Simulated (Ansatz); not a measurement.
**Rh: biaxial strain −0.50 %, plane normal [001], relaxed out of plane**

Take Rh in the fcc (Cu type) structure (space group Fm-3m, No. 225; a = 3.802 Å; relaxed with 0.1 eV smearing) as the base. Axes: x, y, z lie along the cube axes.

Perturbation: biaxial strain −0.50 %, plane normal [001], relaxed out of plane (Cartesian); in-plane vectors clamped, the third vector and the atoms free.

The values are results of r2SCAN/PAW in Ansatz (an electronic-structure program), without spin-orbit coupling, not measurements. Γ-centred 30×30×30 mesh, Fermi–Dirac width 0.1 eV.

```json
[
 {"quantity": "volume per atom", "base": "13.73 Å³", "changed": "13.66 Å³", "shift": "-0.076 Å³"},
 {"quantity": "energy relative to the base (free energy F)", "base": "0 meV/atom", "changed": "+1.0 meV/atom", "shift": "+1.0 meV/atom"},
 {"quantity": "pressure (mean of the normal stresses, compression positive)", "base": "0.0 GPa", "changed": "1.6 GPa", "shift": "+1.6 GPa"},
 {"quantity": "band gap", "base": "zero", "changed": "zero", "shift": "–"},
 {"quantity": "out-of-plane strain", "base": "–", "changed": "+0.45 %", "shift": "–"},
 {"quantity": "mean in-plane stress (compression positive)", "base": "–", "changed": "+2.4 GPa", "shift": "–"}
]
```

Stability against distortions was not tested. All final runs are without spin polarisation.
